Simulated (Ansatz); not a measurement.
Consider Mo in the bcc (W type) structure (space group Im-3m, No. 229; a = 3.151 Å).

The values are results of plane-wave PAW DFT at the r2SCAN level (Ansatz, a quantum-chemistry and plane-wave program, 500 eV), no SOC, not measurements.

For the base:

The shortest interatomic distance comes out as 2.728 Å. The band gap is zero.

Perturbation: a hydrostatic pressure of 4.2 GPa.

**Question.** What does the calculation give for the shortest interatomic distance after the change?

**Answer.** The shortest interatomic distance decreases by 0.0136 Å to 2.715 Å.

**Question.** Estimate the effect on the band gap.

**Answer.** The band gap remains zero.

Load acts through the strain it causes; cell and atoms are relaxed under it. Whether these cells are dynamically stable was not tested. All final runs are without spin polarisation.
